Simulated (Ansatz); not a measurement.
**TaN (model structure, from the NbAs type, I4₁md, No. 109): equilibrium lattice constant a by level of theory**

No measured value is used here.

```json
[
 {"level (code)": "LDA (Ansatz)", "value (Å)": "2.870"},
 {"level (code)": "PBE (Ansatz)", "value (Å)": "2.915"},
 {"level (code)": "PBE-D3(BJ) (Ansatz)", "value (Å)": "2.896"},
 {"level (code)": "r²SCAN (Ansatz)", "value (Å)": "[?]"},
 {"level (code)": "r²SCAN+rVV10 (Ansatz)", "value (Å)": "2.896"}
]
```

Problem. Fill in the missing entries.

Solution. 
- r²SCAN (Ansatz, a first-principles code), value (Å): 2.902

Density-functional levels without +SOC have no spin–orbit coupling. Cutoffs differ between the levels. Ansatz's density-functional and Hartree–Fock values are scalar-relativistic unless marked +SOC, with PAW data made under PBE.

A model structure was made by putting elements into a prototype or built by hand; it is no filed structure, need not be a known phase, and can be a saddle point held by its symmetry.
